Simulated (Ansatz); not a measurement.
AlSiCN (P3m1, No. 156, 4 atoms in the cell; start mp-1227998) was calculated with LDA (PAW; Ansatz, an electronic-structure program).

Run with plane-wave cutoff 520 eV, 12×12×8 k mesh (along the axes of the cell as run), Fermi–Dirac smearing 0.01 eV, scalar-relativistic PAW data made under PBE.

The cell is the one relaxed with PBEsol. Conventional cell: a = 3.0941 Å, b = 3.0941 Å, c = 5.0268 Å, α = 90.00°, β = 90.00°, γ = 120.00°.

```
AlCNSi
1.0
    3.09407     0.00000     0.00000
   -1.54703     2.67954     0.00000
    0.00000     0.00000     5.02683
Al Si C N
1 1 1 1
Direct
  0.33333   0.66667   0.50719
  0.66667   0.33333   0.99732
  0.33333   0.66667   0.10847
  0.66667   0.33333   0.63701
```

**Question.** List the 10 lowest band energies at Γ above −25 eV (eV, relative to the valence band maximum), grouping those that round alike.

**Answer.** At Γ: -16.07, -12.25, -7.63, -1.87 (×2), -0.38, 0.00 (×2), 4.15, 6.15.

Note: cell and atoms aren't relaxed at this level (pressure -4.5 GPa).

A start named mp-… is a Materials Project structure, which need not be a measured phase.
